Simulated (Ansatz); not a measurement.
Spacing of the highest filled and lowest empty level at the zone centre in eight small model glasses of hand-chosen composition and density, fast-quenched (anions pushed apart in CHGNet runs), each at its PBE geometry, by PBE and by HSE06 (Ansatz, a first-principles code, plane waves, PAW). The cells are the first eight to finish that balance their formal charges, show no moments and no lower geometry on charging where those were tested, and have a gap at both levels; defect levels can set the spacings, and exact exchange is cut at the cells' faces.

```
cell        quench by  pressure (GPa)             levels at the gap  PBE (eV)  experiment, tabulated (eV)
----------  ---------  --------------  ----------------------------  --------  --------------------------
Ti20O43La2     CHGNet             0.9                        spread      2.77                           -
In24O38Ge      CHGNet            -0.9                        spread      0.48                           -
Hf18O37Sr      CHGNet             0.1  localised at the filled edge      3.90                           -
Hf18O39Al2     CHGNet            -0.3  localised at the filled edge      3.81                           -
Si24O49Cu2     CHGNet             2.3  localised at the filled edge      1.96                           -
Ga24O39Al2     CHGNet            -0.7  localised at the filled edge      1.65                           -
Al28O44Ti      CHGNet             0.1  localised at the filled edge      3.38                           -
Ti20O41Be      CHGNet             1.8                        spread      2.73                           -
```

Q: What does HSE06 give, and how does it move these values against PBE?

A: Ti20O43La2 4.28, In24O38Ge 1.89, Hf18O37Sr 5.51, Hf18O39Al2 5.38, Si24O49Cu2 3.54, Ga24O39Al2 3.32, Al28O44Ti 5.08, Ti20O41Be 4.29 eV. It raises them by +1.41 to +1.70 eV, +1.58 eV on average. A straight line through the eight gives HSE06 = 1.04 × PBE +1.47 eV, with a scatter of 0.07 eV.
